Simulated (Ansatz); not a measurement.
Pt (model structure, started from the diamond type, Fd-3m, No. 227, 2 atoms in the cell): properties by level of theory

```json
[
 {"level (code)": "LDA (Ansatz)", "equilibrium lattice constant a (Å)": "5.644", "bulk modulus (GPa)": "149"},
 {"level (code)": "PBE (Ansatz)", "equilibrium lattice constant a (Å)": "5.775", "bulk modulus (GPa)": "115"},
 {"level (code)": "PBEsol (Ansatz)", "equilibrium lattice constant a (Å)": "5.688", "bulk modulus (GPa)": "136"},
 {"level (code)": "r²SCAN (Ansatz)", "equilibrium lattice constant a (Å)": "5.720", "bulk modulus (GPa)": "130"}
]
```

Caveats: the bulk modulus is −V dP/dV from two relaxed cells at ±2 % in volume (LDA, PBE, PBEsol, r²SCAN). Ansatz's density-functional and Hartree–Fock values are scalar-relativistic unless marked +SOC, with PAW data made under PBE.

The crystal itself was run without spin with r²SCAN; a magnetic state was not tried in these runs.

Static lattice: no zero-point or thermal effects.

A model structure was made by putting elements into a prototype or built by hand; it is no filed structure, need not be a known phase, and can be a saddle point held by its symmetry.

Ansatz is a program for electronic structure.
